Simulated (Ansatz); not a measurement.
## GaAs: pressure series

Consider GaAs in the zinc blende structure (space group F-43m, No. 216).

```
CELL_PARAMETERS angstrom
      0.00000     2.87304     2.87304
      2.87304     0.00000     2.87304
      2.87304     2.87304     0.00000
ATOMIC_POSITIONS crystal
  As 0.75000 0.75000 0.75000
  Ga 0.00000 0.00000 0.00000
```

Cell and atoms are relaxed at each pressure.

Calculations: PBE (Ansatz, a first-principles code), no spin-orbit coupling, earlier PAW set.

| variant | band gap | gap character | lattice parameter a |
|---|---|---|---|
| base | 0.16 eV | direct at Γ | 5.746 Å |
| pressure −2 GPa | zero | – | 5.816 Å |
| pressure −1 GPa | zero | – | 5.779 Å |
| pressure 1.8 GPa | 0.37 eV | direct at Γ | 5.693 Å |
| pressure 4.2 GPa | 0.61 eV | direct at Γ | 5.632 Å |
| pressure 9 GPa | 1.02 eV | direct at Γ | 5.533 Å |
| pressure 18 GPa | 1.16 eV | indirect, Γ → Γ–X (87 % along) | 5.393 Å |
| pressure 30 GPa | 0.97 eV | indirect, Γ → X | 5.257 Å |
| pressure 45 GPa | 0.76 eV | indirect, Γ → X | 5.131 Å |
| pressure 60 GPa | 0.58 eV | indirect, Γ → X | 5.032 Å |

Load acts through the strain it causes; cell and atoms are relaxed under it. Stability against distortions was not tested. The final runs are not spin-polarised. Measured, GaAs leaves this structure (for a Cmcm phase) near 15 GPa (room temperature; as listed in arXiv:1906.07825). Gaps under 0.05 eV, about the width of the smearing, are given as zero. The zero or small gap of GaAs can change with the level of theory.
